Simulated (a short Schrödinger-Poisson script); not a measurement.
System: single In0.53Ga0.47As/InP quantum well.

```csv
layer,material,thickness (nm)
1,InP,20
2,In0.53Ga0.47As,5
3,InP,20
```

The device is made up for the run: typed textbook-type constants, with dimensions and the other settings drawn at random. In0.53Ga0.47As: direct gap (eV) 0.74, conduction-band edge (eV) 0, electron mass (mₑ) 0.041, heavy-hole mass 0.38, light-hole mass 0.052. InP: direct gap (eV) 1.344, conduction-band edge (eV) 0.25, electron mass (mₑ) 0.08, heavy-hole mass 0.53, light-hole mass 0.12.

The valence-band edge of each layer lies one gap below its conduction-band edge. The electron's potential energy rises along the stack by the applied field. Mesh 0.03 nm at interfaces.

Question: Estimate e1 and hh1 for infinitely high walls at zero field, and compare with the finite well.

Answer: ħ²π²/(2mL²) gives 366.9 meV for the electron and 39.6 meV for the heavy hole. The finite well gives 88.2 and 25.3 meV, 0.24 and 0.64 of the estimates, as the states reach into the barriers (18 % of e1 lies outside the well).

From a short Schrödinger-Poisson script (our own, NumPy): one-band effective-mass equation with BenDaniel-Duke matching, electrons, heavy and light holes apart, hard walls at the outer ends, one valence edge for both holes (no strain splitting), no charge, excitons, band mixing or non-parabolicity; under a field the levels are quasi-bound states of a box, listed while three quarters of their weight lies within 4 nm of the wells.
